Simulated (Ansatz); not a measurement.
W: uniaxial strain ε_zz = −1.50 %

Base system: W in the bcc (W type) structure (space group Im-3m, No. 229; a = 3.1542 Å; relaxed with 0.1 eV smearing). Axes: x, y, z lie along the cube axes.

Modification: the cell is compressed by 1.50 % along z with no lateral relaxation; the atoms relax in the strained cell.

The values are results of PBEsol, PAW, 420 eV (Ansatz, a program for electronic structure; spin-orbit coupling left out), not measurements. Settings: 29×29×29 k-points, 0.1 eV Fermi–Dirac smearing.

The shortest interatomic distance falls by 1.4 pm, from 273.2 pm to 271.8 pm and the energy rises by 6.2 meV/atom. The pressure (mean of the normal stresses, compression positive) goes from zero to 5.1 GPa and the band gap remains zero. The stress (xx, yy, zz, yz, xz, xy; compression positive) is (3.3, 3.3, 8.6, 0.0, 0.0, 0.0) GPa.

Final structure:

```
W
1.0
   -1.57711     1.57711     1.55345
    1.57711    -1.57711     1.55345
    1.57711     1.57711    -1.55345
W
1
Direct
  0.00000   0.00000   0.00000
```

Whether these cells are dynamically stable was not tested. All final runs are without spin polarisation.
